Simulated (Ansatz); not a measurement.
PdTe (model structure, within 0.1 Å of Pm-3m, No. 221, 2 atoms in the cell), treated with r²SCAN (Ansatz, a first-principles code, plane waves, PAW).

Run with plane-wave cutoff 560 eV, 18×18×14 k mesh (along the axes of the cell as run), Fermi–Dirac smearing 0.05 eV, scalar-relativistic PAW data made under PBE.

Cell (relaxed at this level):

PdTe is modelled in the cubic space group Pm-3m (No. 221), the CsCl type structure, Pearson symbol cP2. Conventional cell: a = 3.4388 Å, b = 3.4388 Å, c = 3.4388 Å, α = 90.00°, β = 90.00°, γ = 90.00°. Pd on 1a is surrounded by 8 Te at 2.978 Å (cubic). Te on 1b is surrounded by 8 Pd at 2.978 Å and 6 Te at 3.439 Å. (Neighbours: up to the widest gap in distance over summed covalent radii, below 1.35, at either atom; cation-cation and far metal-metal contacts left out.)

**Question.** Estimate the bulk modulus that the calculation returns.

**Answer.** 
bulk modulus: 106 GPa

The run finds no gap.

Note: the bulk modulus is −V dP/dV from two relaxed cells at ±2 % in volume.

Spin–orbit coupling is not included; it can open a gap where bands touch, and shift volumes and moduli.

Computed values are for the static lattice.

A model structure was made by putting elements into a prototype or built by hand; it is no filed structure, need not be a known phase, and can be a saddle point held by its symmetry.
